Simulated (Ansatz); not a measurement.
The starting structures come from a database of crystals and need not be the phases stable at ambient conditions.

Inside the gap of an insulator the Bloch states are evanescent, with a wavenumber k + iκ along the transport direction.

Here is the system:

```
CELL_PARAMETERS angstrom
      4.82436     0.00000     0.00000
     -2.41218     4.17802     0.00000
      0.00000     0.00000    10.54654
ATOMIC_POSITIONS crystal
  Mg 0.66667 0.33333 0.93202
  Mg 0.33333 0.66667 0.06798
  Mg 0.33333 0.66667 0.43202
  Mg 0.66667 0.33333 0.56798
  Mg 0.00000 0.00000 0.75000
  Mg 0.00000 0.00000 0.25000
  Re 0.00000 0.00000 0.00000
  Re 0.00000 0.00000 0.50000
  H  0.33760 0.16880 0.40215
  H  0.66240 0.83120 0.59785
  H  0.16880 0.33760 0.90215
  H  0.83120 0.66240 0.09785
  H  0.83120 0.16880 0.40215
  H  0.16880 0.83120 0.59785
  H  0.66240 0.83120 0.90215
  H  0.33760 0.16880 0.09785
  H  0.83120 0.66240 0.40215
  H  0.16880 0.33760 0.59785
  H  0.16880 0.83120 0.90215
  H  0.83120 0.16880 0.09785
  H  0.66667 0.33333 0.75000
  H  0.33333 0.66667 0.25000
```

Space group of this cell: P6_3/mmc. The cell is taken as given.

Transport runs along the normal of the first two printed cell vectors, the (001) plane of the conventional cell.

The gap is the functional's own. No spin-orbit coupling. Mid-gap values are interpolated on the energy grid.

Problem. Give the band gap and the smallest decay constant κ at mid-gap that r2SCAN (Ansatz, a first-principles code) yields.

Solution. Gap 3.02 eV on a 12×12×4 mesh; κ = 0.452 1/Å, at (0.333, 0.000) of the in-plane reciprocal vectors. At the zone centre, at the nearest computed energy, the slowest state has κ = 0.45 1/Å.
